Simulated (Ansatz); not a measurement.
What Be → Lu does to Be

The parent structure is Be in the hcp (Mg type) structure (space group P6_3/mmc, No. 194; a = 2.257 Å, c = 3.553 Å).

Now apply this change: every Be is replaced by Lu; the structure is relaxed again.

All numbers come from PBEsol, PAW, 420 eV (Ansatz, an electronic-structure program; without spin-orbit coupling), earlier PAW set. k-mesh 16×16×9 (Γ-centred); smearing 0.05 eV (Fermi–Dirac), for the changed cell.

| quantity | base | changed | shift |
|---|---|---|---|
| density | 1.91 g/cm³ | 10.57 g/cm³ | +8.66 g/cm³ |
| lattice parameter a | 2.257 Å | 3.445 Å | +1.188 Å |
| c/a ratio | 1.574 | 1.553 | -0.021 |
| space group | P6_3/mmc (No. 194) | P6_3/mmc (No. 194) | – |
| shortest interatomic distance | 2.203 Å | 3.333 Å | +1.130 Å |
| band gap | zero | zero | – |

Final structure:

```
CELL_PARAMETERS angstrom
      3.44496     0.00000     0.00000
     -1.72248     2.98342     0.00000
      0.00000     0.00000     5.34878
ATOMIC_POSITIONS crystal
  Lu 0.33333 0.66667 0.75000
  Lu 0.66667 0.33333 0.25000
```

No phonon test of stability was made.
